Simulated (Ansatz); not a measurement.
**A computed series for InP: response to strain**

Consider InP in the zinc blende structure (space group F-43m, No. 216; a = 5.907 Å).

Strains are applied to the cell and any free atomic positions relax.

Method: r2SCAN, PAW, 500 eV (Ansatz, a first-principles code; spin-orbit coupling left out), earlier PAW set.

| isotropic strain (%) | band gap (eV) |
|---|---|
| -4.11 | 1.75 |
| -2.32 | ? |
| 0 | 1.02 |
| 0.69 | 0.90 |

### Question
Fit E_g = E₀ + Dε (ε in %) to the rows shown and predict the withheld row.

### Answer
Least squares on the printed values gives E₀ = 1.02 eV, D = -177 meV per % of strain (largest residual 0.00 eV); this predicts 1.43 eV, and the run gives 1.43 eV, in agreement.

Stability against distortions was not tested.
